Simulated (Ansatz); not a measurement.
Results of r²SCAN+rVV10 in Ansatz (PAW) for CsCl-type CoAl.

Total energies, extrapolated to zero smearing (they compare only within this program, potentials and cutoff):

Magnetic elements are taken in their magnetic phases.

```csv
system,energy (eV/atom)
"CsCl-type CoAl, relaxed",-2835.8410
fcc Al,-539.9908
hcp Co,-5130.6148
```

Work out the formation enthalpy per atom.

ΔH_f ≈ ΔE = -2835.8410 − [1 × (-539.9908) + 1 × (-5130.6148)]/2 = -0.538 eV/atom (0 K, no vibrations). The reference value is -0.537 ± 0.01 eV/atom (measured, 298 K, copied from a table, unchecked, no zero-point or thermal correction; as tabulated in Wang et al. (2021), doi:10.1038/s41598-021-94550-5), a difference of -0.001 eV/atom.

The PAW data were made under PBE.

Ansatz is an electronic-structure program.
